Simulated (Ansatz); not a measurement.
## Rutile MgH2

Computed with r²SCAN0 (Ansatz, an electronic-structure program, PAW).

Numerical settings: plane-wave cutoff 520 eV, 6×6×8 k mesh (along the axes of the cell as run), Fermi–Dirac smearing 0.01 eV, scalar-relativistic PAW data made under PBE.

Cell: measured lattice: a = b = 4.501 Å, c = 3.010 Å, α = β = γ = 90.00°.

* **band gap**: 5.98 eV (indirect)
* **smallest direct gap on the k points sampled**: 6.90 eV
* **Γ–Γ gap**: 7.25 eV

Note: cell and atoms aren't relaxed at this level (largest force component 0.03 eV/Å, pressure -1.1 GPa).

The computed numbers hold no vibrational or temperature effects.
